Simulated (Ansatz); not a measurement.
Band structure of RbTeO3 (Pm-3m, 5 atoms in the cell).

```
RbTeO3
1.0
    4.16775     0.00000     0.00000
    0.00000     4.16775     0.00000
    0.00000     0.00000     4.16775
Rb Te O
1 1 3
Direct
  0.00000   0.00000   0.00000
  0.50000   0.50000   0.50000
  0.50000   0.50000   0.00000
  0.00000   0.50000   0.50000
  0.50000   0.00000   0.50000
```

Computed with PBEsol, PAW files made with PBE (plane waves; Ansatz, an electronic-structure program).

Settings: kpoints.mp_grid.grid = 6 6 6; hamiltonian.xc = pbesol; hamiltonian.pseudopotentials = {kind: paw} (the program's default PAW files); scf.occupations.method = gaussian; scf.occupations.width = 0.0073 Ry; kpoints.band_path.npoints = 8.

The starting cell comes from a database of computed structures (which also holds hypothetical and non-ambient phases and stackings), without a prior relaxation at this level. Its lattice was rescaled by a random factor within 2.5 % of one. Spin-orbit coupling is off.

Levels in eV from the Fermi level, bands 19 to 26:
```tsv
point	19	20	21	22	23	24	25	26
Γ	-1.75	-1.53	-1.53	-1.53	6.53	6.94	6.94	8.29
X	-1.94	-1.91	-1.91	-0.02	4.54	7.52	7.52	8.35
M	-2.26	-2.26	-0.84	2.06	3.45	3.45	6.81	9.15
R	-0.80	-0.80	-0.80	2.04	2.04	2.04	3.95	9.86
```

Bands cross the Fermi level along this path, so the cell is metallic at this level.

Keys are those of Ansatz 0.2.
